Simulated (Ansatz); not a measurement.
Nb2AlC (P6₃/mmc, No. 194, 8 atoms in the cell; start mp-996162), treated with PBEsol (plane waves, PAW; Ansatz, a program for electronic structure).

Run with plane-wave cutoff 520 eV, 24×24×4 k mesh (along the axes of the cell as run), Fermi–Dirac smearing 0.05 eV, no spin polarisation, scalar-relativistic PAW data made under PBE.

Cell (relaxed at this level):

AlNb₂C is taken in the hexagonal space group P6₃/mmc (No. 194), Pearson symbol hP8. Lattice parameters: a = 3.0925 Å, b = 3.0925 Å, c = 13.8435 Å, α = 90.00°, β = 90.00°, γ = 120.00°. Al on 2d is coordinated by 6 Nb at 2.857 Å. Nb on 4f is coordinated by 3 C at 2.168 Å and 3 Al at 2.857 Å and 9 Nb at 3.039–3.092 Å. C on 2a is surrounded by 6 Nb at 2.168 Å (octahedral). (Neighbours: up to the widest gap in distance over summed covalent radii, below 1.35, at either atom; cation-cation and far metal-metal contacts left out.)

### Question
Give the computed bulk modulus.

### Answer

- bulk modulus = 183 GPa

Note: the run has no spin polarisation, so it can have missed a magnetic state; the bulk modulus is −V dP/dV from two relaxed cells at ±2 % in volume; the relaxation could not lower the start's symmetry, so the cell can be a saddle point above a distorted one.

A start named mp-… is a Materials Project structure, which need not be a measured phase.
